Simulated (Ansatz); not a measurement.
LiH in the rock salt structure (space group Fm-3m, No. 225)

```cif
data_H4Li4
_chemical_formula_sum 'H4 Li4'
_space_group_name_H-M_alt 'Fm-3m'
_space_group_IT_number 225
_space_group_name_Hall '-F 4 2 3'
_cell_length_a 4.00543
_cell_length_b 4.00543
_cell_length_c 4.00543
_cell_angle_alpha 90.000
_cell_angle_beta 90.000
_cell_angle_gamma 90.000
loop_
_atom_site_label
_atom_site_type_symbol
_atom_site_symmetry_multiplicity
_atom_site_Wyckoff_symbol
_atom_site_fract_x
_atom_site_fract_y
_atom_site_fract_z
_atom_site_occupancy
H1 H 4 a 0.00000 0.00000 0.00000 1
Li1 Li 4 b 0.50000 0.50000 0.50000 1
```
(The calculation used a cell of 2 atoms; values per cell refer to that cell.)

Method: r2SCAN (Ansatz, a program for electronic structure), spin-orbit coupling left out. Settings: 14×14×14 k-points, 0.05 eV Fermi–Dirac smearing.

The volume per atom is 8.03 Å³, the density is 0.82 g/cm³ and the band gap comes out as 3.63 eV, direct at X. The electron mass comes out as 0.13 mₑ along k, 0.98 mₑ across. The lowest conduction-band minima above the VBM is X along ⟨100⟩ 3.63 eV and the total energy comes out as -111.008 eV/atom (σ→0; compares only within this code and set-up).

Effective masses come from finite differences of ±0.01 Å⁻¹. Along k means along the line from Γ to the band edge. No phonon test of stability was made.
